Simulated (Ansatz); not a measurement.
Input and output of a self-consistent single point for ZrZn (Pm-3m, 2 atoms in the cell) (Ansatz, a quantum-chemistry and plane-wave program).

Method of the run: PBEsol, PAW files made with PBE (plane waves; Ansatz).

The change in words: lattice scaled by 0.98. Reference geometry:
```xyz
2
Lattice="3.2605 0.0000 0.0000 0.0000 3.2605 0.0000 0.0000 0.0000 3.2605" Properties=species:S:1:pos:R:3 pbc="T T T"
Zr     1.6302     1.6302     1.6302
Zn     0.0000     0.0000     0.0000
```

Reference input (self-consistent single point, DFT, PBEsol, plane waves, PAW files made with PBE): kpoints.mp_grid.grid = 7 7 7; hamiltonian.xc = pbesol; hamiltonian.pseudopotentials = {kind: paw} (an earlier, softer set of the program's PAW files); scf.occupations.method = fermi_dirac; scf.occupations.width = 0.0073 Ry. This run's input differs from it in these lines:

```diff
@@ -2,5 +2,5 @@
   lattice:
-    - [3.260490, 0.000000, 0.000000]
-    - [0.000000, 3.260490, 0.000000]
-    - [0.000000, 0.000000, 3.260490]
+    - [3.195280, 0.000000, 0.000000]
+    - [0.000000, 3.195280, 0.000000]
+    - [0.000000, 0.000000, 3.195280]
   atoms:
```

Output, abridged:

```
SCF iter   1: F=—  HF=-7411.190037 eV  |F-HF|=—  |Δ(HF+E_count)|=         —  Δρ=1.43e-1  dr2=5.16e0  ethr=3.10e-3  ⟨swp⟩=5.4  Hψ=1736  notcnv=0
all-band conjugate gradients solve this SCF's bands
preconditioner: auto → none
SCF iter   2: F=—  HF=-7410.403441 eV  |F-HF|=—  |Δ(HF+E_count)|=   7.87e-1  Δρ=5.82e-2  dr2=1.22e0  ethr=3.10e-3  ⟨swp⟩=2.0  Hψ=711  notcnv=0
   [... lines left out ...]
SCF iter   6: F=—  HF=-7410.069818 eV  |F-HF|=—  |Δ(HF+E_count)|=   2.42e-4  Δρ=9.38e-4  dr2=1.91e-4  ethr=3.82e-6  ⟨swp⟩=2.5  Hψ=483  notcnv=0
SCF iter   7: F=—  HF=-7410.069767 eV  |F-HF|=—  |Δ(HF+E_count)|=   5.08e-5  Δρ=1.20e-4  dr2=3.31e-6  ethr=7.97e-7  ⟨swp⟩=2.0  Hψ=424  notcnv=0
SCF iter   8: F=—  HF=-7410.069767 eV  |F-HF|=—  |Δ(HF+E_count)|=   2.41e-7  Δρ=3.22e-5  dr2=2.82e-7  ethr=1.38e-8  ⟨swp⟩=2.0  Hψ=551  notcnv=0
SCF iter   9: F=-7410.069767 eV  HF=-7410.069767 eV  |F-HF|=1.73e-8  |Δ(HF+E_count)|=   6.98e-8  Δρ=8.20e-6  dr2=1.85e-8  ethr=4.17e-10  ⟨swp⟩=5.0  Hψ=1311  notcnv=0
SCF 1 converged in 9 iterations: F = -7410.069767 eV  dr2 = 1.85e-8
Free energy (F): -7410.069767 eV
Internal energy: -7410.044612 eV  (E = F + TS)
E sigma→0 (E₀):  -7410.057190 eV
Entropy (-TS):   -0.025155 eV (-12.578 meV/atom)
Fermi energy:    15.171475 eV
--- Forces (eV/Å), atoms counted from 1 ---
  atom   1  Zr     0.00000000     0.00000000     0.00000000
  atom   2  Zn    -0.00000000    -0.00000000     0.00000000
--- Stress (GPa, compression-positive) ---
       12.683220       0.000000      -0.000000
        0.000000      12.683220       0.000000
       -0.000000       0.000000      12.683220
  P = ⅓ Tr σ = 12.6832 GPa (126.832 kbar)
  The stress holds the Pulay correction. Without it, at fixed plane waves, as pw.x and ABINIT print it: P = 12.6416 GPa
```

The run converged in 9 iterations. Against the reference run the free energy rises by 50.5 meV/atom and the pressure goes from 3.63 to 12.68 GPa.

The starting cell comes from a database of computed structures (which also holds hypothetical and non-ambient phases and stackings), without a prior relaxation at this level. Its lattice was rescaled by a random factor within 2.5 % of one. For this run, on top of that: lattice scaled by 0.98. With a pressure of about 13 GPa the cell is away from its equilibrium volume at this level. Ansatz's pressure includes its estimate of the finite-basis (Pulay) stress.

Keys are those of Ansatz 0.2.
